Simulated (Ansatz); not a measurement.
## Effect of pressure 22.5 GPa on SnO

Take SnO in the litharge type structure (space group P4/nmm, No. 129; a = 3.7927 Å, c = 4.7644 Å; layered, stacked along the Cartesian z axis) as the base.

One thing is altered: a hydrostatic pressure of 22.5 GPa.

Calculations: DFT with r2SCAN+rVV10, PAW potentials and a 500 eV plane-wave cutoff in Ansatz (a quantum-chemistry and plane-wave program), spin-orbit coupling left out, earlier PAW set. Settings: 9×9×7 k-points, 0.05 eV Fermi–Dirac smearing.

```csv
quantity,base,changed,shift
volume per atom,17.13 Å³,13.27 Å³,-3.86 Å³
density,6.53 g/cm³,8.43 g/cm³,+1.90 g/cm³
c/a ratio,1.256,1.153,-0.103
shortest interatomic distance,2.216 Å,2.136 Å,-0.0795 Å
enthalpy H = E + PV relative to the base's energy,–,+2.06 eV/atom,–
band gap,zero,zero,–
```

Final structure:

```
SnO
1.0
    3.58436     0.00000     0.00000
    0.00000     3.58436     0.00000
    0.00000     0.00000     4.13182
Sn O
2 2
Direct
  0.50000   0.00000   0.28149
  0.00000   0.50000   0.71851
  0.00000   0.00000   0.00000
  0.50000   0.50000   0.00000
```

The mesh was chosen for an insulator and is coarse for the gapless case. Load acts through the strain it causes; cell and atoms are relaxed under it. Stability against distortions was not tested. No other phases were tried under pressure. All final runs are without spin polarisation. A zero or small gap of SnO can be the functional's error rather than a property of the material.
